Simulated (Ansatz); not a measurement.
Take Ba in the bcc (W type) structure (space group Im-3m, No. 229; a = 4.882 Å; relaxed with 0.1 eV smearing) as the base. Axes: x, y, z lie along the cube axes.

Level of theory: PBEsol, PAW, 420 eV (Ansatz, a program for electronic structure; spin-orbit coupling left out).

For the base:

The shortest interatomic distance is 422.8 pm.

Perturbation: compressive biaxial strain of 1.67 % in the plane normal to [111], as in epitaxy on a mismatched substrate; the out-of-plane cell vector and the atoms relax.

Problem. Estimate the effect on the ratio −ε⊥/ε∥, shortest interatomic distance and in-plane stress.

Solution. The ratio −ε⊥/ε∥ is 0.19; the shortest interatomic distance decreases by 6.1 pm, from 422.8 pm to 416.7 pm; the mean in-plane stress (compression positive) is +0.4 GPa.

Stability against distortions was not tested.
